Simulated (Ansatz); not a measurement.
Take AuCl in the CsCl type structure (space group Pm-3m, No. 221; a = 3.422 Å; a hypothetical phase, not in the database extracts checked) as the base.

(Cell as relaxed with PBE.)

Levels (all Ansatz, an electronic-structure program, PAW): PBE (420 eV, without spin-orbit coupling); r2SCAN (500 eV, no SOC).

Each level relaxes its own structure.

| base | PBE | r2SCAN |
|---|---|---|
| volume per atom | 20.04 Å³ | 19.62 Å³ |
| lattice parameter a | 3.422 Å | 3.398 Å |
| band gap | zero | zero |

One thing is altered: a hydrostatic pressure of 15 GPa.

```
quantity                 PBE   r2SCAN
-------------------  -------  -------
lattice parameter a  3.243 Å  3.235 Å
band gap                zero     zero
```

PBE's lattice parameter a lies 0.008 Å above r2SCAN's (0.3 %); the two agree on the band gap. Neither level is exact; r2SCAN is the comparison here, not a measurement.

Load acts through the strain it causes; cell and atoms are relaxed under it. Stability against distortions was not tested. Competing high-pressure phases were not computed. No Hubbard U is applied, and correlation can decide whether such a compound is a metal. All final runs are without spin polarisation.
